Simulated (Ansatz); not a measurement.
Here is the system:

```
Cu3Ge
1.0
    5.21379     0.00000     0.00000
   -2.60690     4.51528     0.00000
    0.00000     0.00000     4.15697
Cu Ge
6 2
Direct
  0.32909   0.16455   0.75000
  0.67091   0.83545   0.25000
  0.16455   0.32909   0.25000
  0.83545   0.67091   0.75000
  0.83545   0.16455   0.75000
  0.16455   0.83545   0.25000
  0.66667   0.33333   0.25000
  0.33333   0.66667   0.75000
```

All values below come from PBEsol, DFPT electron-phonon coupling, linearised Boltzmann equation (plane waves, PAW, scalar-relativistic; Ansatz, a first-principles code). How the cell was made: relaxed with this functional, without spin-orbit coupling.

What phonon-limited resistivity does this give at 300 K?

8.6 (x), 8.6 (y), 6.8 (z) μΩ·cm.

And the electrons' mean free path at that temperature?

12.6 (x), 12.6 (y), 13.3 (z) nm, weighted by the current that each state carries. Wires not much wider than this gain resistivity from their walls.

A metal at this level (no band gap). Only scattering by harmonic phonons is included (no impurities, grain boundaries, electron-electron scattering or thermal expansion). Spin-orbit coupling is left out. The run warned that the eigensolver left some states short of its tolerance. Halving the electron mesh (20x20x20) moves the resistivity by up to 12 % at 300 K, the mean free path by up to 2 %. Smearing 0.20 eV; phonons on a 3x3x4 q mesh, which this run doesn't test.

Computed structure with no diffraction record at hand here (it may be known, metastable or hypothetical): Cu3Ge (P6_3/mmc).
